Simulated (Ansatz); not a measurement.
Hf2N2O (Cc, No. 9, 10 atoms in the cell; start mp-1178187)

Method: r²SCAN+rVV10 in Ansatz (PAW).

Numerical settings: plane-wave cutoff 560 eV, 8×8×8 k mesh, Fermi–Dirac smearing 0.01 eV, scalar-relativistic PAW data made under PBE.

Cell (relaxed at this level):

```yaml
crystal:
  lattice:
    - [4.66630, -2.74864, 0.00495]
    - [4.66630, 2.74864, 0.00495]
    - [-3.19974, 0.00000, 4.85614]
  atoms:
    - { symbol: Hf, position: [0.66985, 0.13397, 0.42716] }
    - { symbol: Hf, position: [0.13397, 0.66985, 0.92716] }
    - { symbol: Hf, position: [0.84974, 0.37083, 0.07114] }
    - { symbol: Hf, position: [0.37083, 0.84974, 0.57114] }
    - { symbol: N, position: [0.04190, 0.94805, 0.73601] }
    - { symbol: N, position: [0.94805, 0.04190, 0.23601] }
    - { symbol: N, position: [0.54599, 0.74584, 0.25294] }
    - { symbol: N, position: [0.74584, 0.54599, 0.75294] }
    - { symbol: O, position: [0.25171, 0.44212, 0.26275] }
    - { symbol: O, position: [0.44212, 0.25171, 0.76275] }
```

```yaml
band_gap: 2.84 eV (on the SCF k mesh)
direct gap at Γ: 3.68 eV
```

Note: the relaxation could not lower the start's symmetry, so the cell can be a saddle point above a distorted one.

Spin–orbit coupling is not included.

The computed numbers hold no vibrational or temperature effects.

It cost around 40 core-minutes (rough) of CPU time.

A start named mp-… is a Materials Project structure, which need not be a measured phase.

Ansatz is an electronic-structure program.
